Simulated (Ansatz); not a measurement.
The reference is InAs in the zinc blende structure (space group F-43m, No. 216; a = 6.0873 Å). Axes: x, y, z lie along the cube axes.

Calculations: Ansatz (an electronic-structure program), PBEsol, PAW, cutoff 420 eV, without spin-orbit coupling.

Before the change:

```
Quantity           Result
---------------  --------
Pressure          0.0 GPa
Volume per atom  28.20 Å³
```

Now apply this change: biaxial strain +3.00 %, plane normal [001], relaxed out of plane (Cartesian); in-plane vectors clamped, the third vector and the atoms free.

### Question
How does this affect the pressure?

### Answer
The pressure (mean of the normal stresses, compression positive) goes from zero to -1.3 GPa.

### Question
How does this affect the volume per atom?

### Answer
The volume per atom goes up by 0.68 Å³, from 28.20 Å³ to 28.88 Å³.

Stability against distortions was not tested. The final runs are not spin-polarised.
